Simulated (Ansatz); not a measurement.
The starting structures come from a database of crystals and need not be the phases stable at ambient conditions.

 Where the default PAW files enter, the runs use the earlier of Ansatz's two default sets.

The decay constant κ of evanescent states in the gap governs leakage through a thin film.

Here is the system:

```
CaMgAsFO4
1.0
    5.66529     0.00000     0.00000
   -1.57586     5.44171     0.00000
    1.73042     2.30262     6.60546
Ca Mg As O F
2 2 2 8 2
Direct
  0.66826   0.33174   0.25000
  0.33174   0.66826   0.75000
  0.00000   0.00000   0.00000
  0.00000   0.00000   0.50000
  0.32180   0.67820   0.25000
  0.67820   0.32180   0.75000
  0.61945   0.73913   0.07828
  0.38055   0.26087   0.92172
  0.26087   0.38055   0.42172
  0.73913   0.61945   0.57828
  0.89796   0.32808   0.88035
  0.10204   0.67192   0.11965
  0.67192   0.10204   0.61965
  0.32808   0.89796   0.38035
  0.91829   0.08171   0.25000
  0.08171   0.91829   0.75000
```

Space group of this cell: C2/c. The cell is taken as given; by r2SCAN its mean pressure is -6.5 GPa.

Transport runs along the normal of the first two printed cell vectors.

The gap is the functional's own, uncorrected, and κ follows it; spin-orbit coupling is left out. Mid-gap values are interpolated between the computed energies.

Q: Give the band gap and the smallest decay constant κ at mid-gap that Ansatz (a program for electronic structure) with r2SCAN yields.

A: Gap 4.60 eV on a 6×6×6 mesh; κ = 0.392 1/Å, at the zone centre.
